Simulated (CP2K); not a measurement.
Band structure of In3Cl (P6_3/mmc, 8 atoms in the cell).

```xyz
8
Lattice="6.6613 0.0000 0.0000 -3.3306 5.7688 0.0000 0.0000 0.0000 6.1936" Properties=species:S:1:pos:R:3 pbc="T T T"
In     1.6497     0.9524     4.6452
In     1.6810     4.8164     1.5484
In     0.0000     1.9049     1.5484
In     3.3306     3.8640     4.6452
In     5.0116     0.9524     4.6452
In    -1.6810     4.8164     1.5484
Cl     3.3306     1.9229     1.5484
Cl     0.0000     3.8459     4.6452
```

Method of the run: LDA (Pade form), GPW, DZVP-MOLOPT-SR-GTH basis, GTH-PADE potentials (GTH_POTENTIALS) (CP2K).

Settings: CUTOFF = 500 Ry; REL_CUTOFF = 60 Ry; SMEAR/METHOD = FERMI_DIRAC; ELECTRONIC_TEMPERATURE = 1160.45 K; KPOINTS/SCHEME = MONKHORST-PACK 3 3 3; XC_FUNCTIONAL = PADE; In/BASIS_SET = DZVP-MOLOPT-SR-GTH; In/POTENTIAL = GTH-PADE-q13; Cl/BASIS_SET = DZVP-MOLOPT-SR-GTH; Cl/POTENTIAL = GTH-PADE-q7; METHOD = GPW; EPS_DEFAULT = 1e-11; EXTRAPOLATION = USE_GUESS; NGRIDS = 5.

The starting cell comes from a database of computed structures (which also holds hypothetical and non-ambient phases and stackings), without a prior relaxation at this level. Its lattice was rescaled by a random factor within 2.5 % of one. Values carry the incompleteness of an atom-centred basis. The run gives no clean gap (levels at the Fermi energy touch, overlap or are partly filled at this smearing), which alone does not show that the compound is a metal.

Levels in eV from the Fermi level, bands 43 to 48:
```
point     43     44     45     46     47    48
-----  -----  -----  -----  -----  -----  ----
Γ      -2.60  -2.34  -2.34  -1.31  -1.04  0.81
M      -2.55  -2.25  -1.63  -0.62  -0.47  0.33
K      -3.20  -3.03  -1.77   0.46   0.46  0.70
A      -3.61  -3.61  -1.62  -1.62   0.80  0.80
L      -2.60  -2.60  -1.20  -1.20   1.27  1.27
H      -2.57  -2.57   0.25   0.25   0.55  0.55
```

Bands cross the Fermi level along this path, so the cell is metallic at this level.

Higher empty bands are left out: an atom-centred basis made for the valence describes them poorly.
